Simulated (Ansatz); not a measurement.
Start from In₂Au (space group Fm-3m, No. 225; a = 6.5395 Å; relaxed with 0.1 eV smearing). Axes: x, y, z lie along the cube axes.

The values are results of PBEsol (Ansatz, a program for electronic structure, PAW, without spin-orbit coupling), not measurements.

A first run, uniaxial strain ε_zz = +1.17 %, gives secant values C11 ≈ 89 GPa and C12 ≈ 54 GPa from its stress. A second run applies isotropic strain −2.17 %.

Question: What does linear elasticity predict for the bulk modulus −ΔP/(ΔV/V₀) in the second run, and what does the run give?

Answer: Linear elasticity: (C11 + 2 C12)/3 = 66 GPa. The run gives 87 GPa; any difference comes from nonlinear terms at these strains and numerical noise.

Stability against distortions was not tested.
